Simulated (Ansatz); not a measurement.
We consider cubic perovskite BaZrO₃, described by PBE0 in Ansatz (plane waves, PAW).

Run with plane-wave cutoff 500 eV, 6×6×6 k mesh, gaussian smearing 0.02 eV, scalar-relativistic PAW data made under PBE.

The cell is the one relaxed with r²SCAN: a = b = c = 4.205 Å, α = β = γ = 90.00°.

### Question
Give the computed band gap.

### Answer

- band gap = 5.44 eV (on the SCF k mesh)

Measured, for comparison: band gap 5.3 eV (temperature not stated, not corrected to a static lattice, first of three measured values (5.3, 4.86, 4.8), our sources range from 4.86 to 5.30; as tabulated in Lindman et al. (2015), arXiv:1503.06612).

Note: cell and atoms aren't relaxed at this level (pressure -1.5 GPa).

Spin–orbit coupling is not included.

The computed numbers hold no vibrational or temperature effects.

The result took about 2.2 core-minutes (a rough figure).

Ansatz is a program for electronic structure.
